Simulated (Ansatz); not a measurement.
A user runs Ansatz (an electronic-structure program) on MnFeSn4 (I422, 6 atoms in the cell) and asks whether the run is sound. The aim is a self-consistent single point with DFT, PBEsol, plane waves, PAW files made with PBE.

Cell that was meant: a = 5.5308 Å, b = 5.5308 Å, c = 5.5308 Å, α = 104.08°, β = 104.08°, γ = 120.89°.

Part of the input:

Ansatz 0.2 input:
```yaml
  spin_polarized: true
scf:
  occupations: { method: cold, width: 0.1 eV }
  convergence: { dr2_threshold: 1.0e-01 eV }
output:
  forces: true
  eigenvalues: true
```

Output (repeated stretches shortened):

```
WARN basis.ecutwfc = 420 eV, the default
   [... lines left out ...]
Initial density: superposition of atomic densities (chi_scale 0.1, normalization cell)
Starting moments: Σ|m| = 8 μB on 2 of 6 sites
Initial wavefunctions: pseudopotential atomic-orbital guess
Eigensolver: davidson
Functional: x = pbesol(κ = 0.804, μ = 0.12345679012345678), c = pbesol(β = 0.046)
iter 1 solved again at ethr=2.49e-3 eV; its pass at ethr=3.10e-3 eV (dr2=2.16e0 eV) is discarded
SCF iter   1: F=—  HF=-32115.958793 eV  |F-HF|=—  |Δ(HF+E_count)|=         —  Δρ=5.68e-2 (↑5.15e-2 ↓5.68e-2)  dr2=2.18e0  dr2_m=3.22e0  M=4.764 μB ∫|m|=5.932 μB  β_m=0.30  ethr=2.49e-3  ⟨swp⟩=1.2  Hψ=10934  notcnv=0
Mixer restart at iter 1: flushing history
all-band conjugate gradients solve this SCF's bands
preconditioner: auto → Kerker (q_TF=auto, 2.564 Å⁻¹)
   [... lines left out ...]
Mixer restart at iter 12: flushing history
iteration 12: the input's own smearing fills from here on; a Gaussian of 0.1 eV has filled iterations ahead of it
SCF iter  13: F=-32116.743373 eV  HF=-32116.765184 eV  |F-HF|=2.18e-2  |Δ(HF+E_count)|=   1.01e-3  S|Δr|=    0.00e0  Δρ=2.36e-3 (↑1.52e-3 ↓2.36e-3)  dr2=2.22e-2  dr2_m=2.91e-4  M=4.197 μB ∫|m|=5.737 μB  ethr=2.67e-8  ⟨swp⟩=7.8  Hψ=9308  notcnv=0
SCF 1 converged in 13 iterations: F = -32116.743373 eV  dr2 = 2.22e-2
WARN: F and its Harris–Foulkes estimate disagree by 2.18e-2 eV at the final density (on a DFT+U run the figure also counts the on-site term, by absolute value) …
solved again in the potential of the output density, not every published eigenvalue holds within its bar …
   [... lines left out ...]
Absolute magnetization: 5.7429 μB (∫|ρ↑−ρ↓|, with the PAW one-centre terms)
Free energy (F): -32116.743373 eV
Fermi energy:    12.756715 eV
   [... lines left out ...]
  atom   6  Sn     0.04293200    -0.04293200    -0.00000000
--- Stress (GPa, compression-positive) ---
       -9.340541       0.000000       0.000000
        0.000000      -9.340541      -0.000000
        0.000000      -0.000000      -7.720414
  P = ⅓ Tr σ = -8.8005 GPa (-88.005 kbar)
  The stress holds the Pulay correction. Without it, at fixed plane waves, as pw.x and ABINIT print it: P = -8.8423 GPa
```

### Question
Can these results be used? Check the input.

### Answer
The results are close to the sound ones and would serve for rough work. The doubtful point is a convergence threshold that is too loose. A loop that stops early leaves an energy error of second order in the density error, but errors of first order in forces and stress. The run converged in 13 iterations without an error; against the sound input the free energy rises by 3.5 meV/atom, the pressure hardly changes (-8.78 to -8.80 GPa), the largest force hardly changes (0.062 to 0.061 eV/Å) and the size of the net moment stays at 0.70 μB/atom.

The sound input it was made from differs as follows (other fixes are possible):
```diff
-  convergence: { dr2_threshold: 1.0e-01 eV }
```

With that input, the run converged in 21 iterations: free energy E − TS (on the zero of these files) -32116.7642 eV; Fermi level (on the code's own zero) 12.76 eV; pressure -8.78 GPa; largest force (vector length) 0.062 eV/Å; size of the cell's spin moment 4.19 μB (DFT, PBEsol, plane waves, PAW files made with PBE).

On the sound input: the starting cell comes from a database of computed structures (which also holds hypothetical and non-ambient phases and stackings), without a prior relaxation at this level. Its lattice was rescaled by a random factor within 2.5 % of one. The magnetic order is the one reached from the typed start; others were not searched systematically. With a pressure of about -9 GPa the cell is away from its equilibrium volume at this level. Ansatz's pressure includes its estimate of the finite-basis (Pulay) stress.
